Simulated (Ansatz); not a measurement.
Pressure series in hypothetical fluorite TeO2

Consider TeO₂ in the fluorite structure (space group Fm-3m, No. 225; a hypothetical phase, not in the database extracts checked).

```
CELL_PARAMETERS angstrom
      0.00000     2.69264     2.69264
      2.69264     0.00000     2.69264
      2.69264     2.69264     0.00000
ATOMIC_POSITIONS crystal
  Te 0.00000 0.00000 0.00000
  O  0.25000 0.25000 0.25000
  O  0.75000 0.75000 0.75000
```

Cell and atoms are relaxed at each pressure.

Levels (all Ansatz, a quantum-chemistry and plane-wave program, PAW, earlier PAW set): PBE (420 eV, scalar-relativistic without spin-orbit coupling); PBEsol (420 eV, scalar-relativistic without spin-orbit coupling).

The base cell above is that of PBE; each level relaxes its own structures.

| case | band gap, PBE | band gap, PBEsol |
|---|---|---|
| pressure −2 GPa | 0.82 eV | (withheld) |
| pressure −1 GPa | 0.82 eV | 0.73 eV |
| pressure 1.8 GPa | 0.82 eV | 0.72 eV |
| pressure 4.2 GPa | 0.82 eV | 0.71 eV |
| pressure 9 GPa | 0.81 eV | 0.69 eV |
| pressure 18 GPa | 0.77 eV | 0.64 eV |
| pressure 30 GPa | 0.71 eV | (withheld) |
| pressure 45 GPa | 0.61 eV | (withheld) |
| pressure 60 GPa | 0.50 eV | (withheld) |

Problem. Complete the table.

Solution. 
- pressure −2 GPa, band gap, PBEsol: 0.74 eV
- pressure 30 GPa, band gap, PBEsol: 0.55 eV
- pressure 45 GPa, band gap, PBEsol: 0.45 eV
- pressure 60 GPa, band gap, PBEsol: 0.32 eV

PBE lies above PBEsol in every row, by 0.09 eV to 0.19 eV. Near ties aside, they put the cases in the same order.

Spin-orbit coupling, missing from the scalar runs, can matter with Te. Load acts through the strain it causes; cell and atoms are relaxed under it. Whether these cells are dynamically stable was not tested. No other phases were tried under pressure.
